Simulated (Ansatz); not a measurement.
Results of LDA in Ansatz (PAW) for CdO (model structure, started from the BN type, Pm-3n, No. 223, 12 atoms in the cell).

Numerical settings: plane-wave cutoff 520 eV, 6×6×6 k mesh, Fermi–Dirac smearing 0.01 eV, scalar-relativistic PAW data made under PBE.

Cell (relaxed at this level):

```xyz
12
Lattice="6.1163 0.0000 0.0000 0.0000 6.1163 0.0000 0.0000 0.0000 6.1163" Properties=species:S:1:pos:R:3 pbc="T T T"
Cd     1.5291     0.0000     3.0581
Cd     3.0581     1.5291     0.0000
Cd     3.0581     4.5872     0.0000
Cd     4.5872     0.0000     3.0581
Cd     0.0000     3.0581     4.5872
Cd     0.0000     3.0581     1.5291
O      1.5291     3.0581     0.0000
O      0.0000     1.5291     3.0581
O      0.0000     4.5872     3.0581
O      4.5872     3.0581     0.0000
O      3.0581     0.0000     4.5872
O      3.0581     0.0000     1.5291
```

**Question.** Predict the band gap.

**Answer.** 
band gap: 0.18 eV (on the SCF k mesh)

Note: the relaxation could raise the start's symmetry but not lower it, so the cell can be a saddle point.

Spin–orbit coupling is not included.

It cost around 70 core-seconds (rough) of CPU time.

A model structure was made by putting elements into a prototype or built by hand; it is no filed structure, need not be a known phase, and can be a saddle point held by its symmetry.

Ansatz is a program for electronic structure.
